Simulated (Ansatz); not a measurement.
Start from PbTe in the rock salt structure (space group Fm-3m, No. 225; a = 6.535 Å).

It is then changed as follows: Se takes the place of Te on all its sites, then cell and atoms are relaxed.

Levels (all Ansatz, a program for electronic structure, PAW, earlier PAW set): r2SCAN (500 eV, no SOC); HSE06 (420 eV, without spin-orbit coupling).

The geometry is relaxed with r2SCAN.

| Property | Result |
|---|---|
| r2SCAN band gap | 0.67 eV |

Problem. Predict the band gap from HSE06.

Solution. The band gap grows by 0.13 eV, from 0.67 eV to 0.80 eV.

Single points use the geometry relaxed with r2SCAN. HSE06 was sampled on its mesh, a few special points and the semilocal edge points, so its gap is an upper bound. With Pb present, leaving out spin-orbit coupling can change the band edges. No phonon test of stability was made.
